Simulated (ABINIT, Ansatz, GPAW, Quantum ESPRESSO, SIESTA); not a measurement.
**HfMg₆Zr (P1, 8 atoms in the cell) computed with different codes at matched settings**

Self-consistent single point, at a second geometry (atoms moved at random). First geometry:

```
CELL_PARAMETERS angstrom
      5.10077     0.00000     0.00000
      0.00000     3.03281     5.81689
      0.00000    -3.03281     5.81689
ATOMIC_POSITIONS crystal
  Mg 0.50000 0.67362 0.17274
  Mg 0.50000 0.17274 0.67362
  Mg 0.00000 0.83079 0.32913
  Mg 0.00000 0.32913 0.83079
  Mg 0.00000 0.32586 0.32586
  Mg 0.00000 0.82352 0.82352
  Zr 0.50000 0.17230 0.17230
  Hf 0.50000 0.67204 0.67204
```

Second geometry:
```yaml
crystal:
  lattice:
    - [5.10077, 0.00000, 0.00000]
    - [0.00000, 3.03281, 5.81689]
    - [0.00000, -3.03281, 5.81689]
  atoms:
    - { symbol: Mg, position: [0.49866, 0.66217, 0.18437] }
    - { symbol: Mg, position: [0.49669, 0.17714, 0.67557] }
    - { symbol: Mg, position: [0.01118, 0.82322, 0.32892] }
    - { symbol: Mg, position: [0.99479, 0.33475, 0.82716] }
    - { symbol: Mg, position: [0.00111, 0.32204, 0.32935] }
    - { symbol: Mg, position: [0.00905, 0.82120, 0.83411] }
    - { symbol: Zr, position: [0.48864, 0.17800, 0.16149] }
    - { symbol: Hf, position: [0.49988, 0.68147, 0.65902] }
```

Shared settings, as Ansatz (an electronic-structure program) writes them: kpoints.mp_grid.grid = 3 3 3; scf.occupations.method = gaussian; scf.occupations.width = 0.1 eV. Potentials and cutoffs stand in the table.

```tsv
code	model	ΔF from the first geometry (meV/atom)	pressure (GPa)	largest force (eV/Å)	cutoff
Ansatz	LDA (PW92), PAW files made with PBE	6.1	-3.35	0.380	default
ABINIT	LDA (PW92), PAW (JTH v2.0 LDA PAW)	6.0	-3.48	0.384	20 Ha
GPAW	LDA (Perdew-Wang 92), GPAW PAW datasets LDA (gpaw-data 1.0.1)	6.1	-3.35	0.380	850 eV
SIESTA	LDA PW92, numerical atomic orbitals DZP, PseudoDojo LDA standard norm-conserving potentials (rewritten from UPF to PSML)	7.0	-1.40	0.429	grid 400 Ry
Quantum ESPRESSO	LDA (PZ), GBRV 1.5 ultrasoft (LDA) pseudopotentials	6.1	-3.41	0.382	40 Ry
```

Size of the force on each atom (eV/Å): Sizes of forces hide their directions.

| code | Mg1 | Mg2 | Mg3 | Mg4 | Mg5 | Mg6 | Zr7 | Hf8 |
|---|---|---|---|---|---|---|---|---|
| Ansatz | 0.290 | 0.167 | 0.380 | 0.097 | 0.244 | 0.203 | 0.169 | 0.367 |
| ABINIT | 0.302 | 0.164 | 0.384 | 0.101 | 0.246 | 0.209 | 0.172 | 0.369 |
| GPAW | 0.289 | 0.165 | 0.380 | 0.101 | 0.244 | 0.199 | 0.165 | 0.360 |
| SIESTA | 0.359 | 0.179 | 0.425 | 0.081 | 0.320 | 0.298 | 0.210 | 0.429 |
| Quantum ESPRESSO | 0.292 | 0.167 | 0.382 | 0.097 | 0.245 | 0.198 | 0.170 | 0.369 |

On Ansatz's run: spin-orbit coupling is off.

The spread over the programs that give each value: ΔF from the first geometry within 1.0 meV/atom; pressure within 2.08 GPa; largest force within 0.049 eV/Å.

SIESTA uses small atom-centred bases, whose incompleteness enters pressures, forces and empty levels differently from a plane-wave cutoff. Ansatz's pressure is given at a fixed set of plane waves, as the other plane-wave codes print theirs. The same LDA comes in different parametrisations, which differ slightly. In the pressure, SIESTA (by 1.98) lies more than 1 GPa from the median of the plane-wave programs. In the force vectors, SIESTA (by 0.098) lies more than 0.08 eV/Å from the median of the plane-wave programs.

The shared mesh is coarse (it stands for a supercell whose shortest vector is 15 Å), so the values are not converged in it.

The starting cell comes from a database of computed structures (which also holds hypothetical and non-ambient phases and stackings), without a prior relaxation at this level. For this run, on top of that: atoms moved at random.

Left out of this page: CP2K (unsound by tests on forces, stress, charge or solver warnings).

Keys are those of Ansatz 0.2.
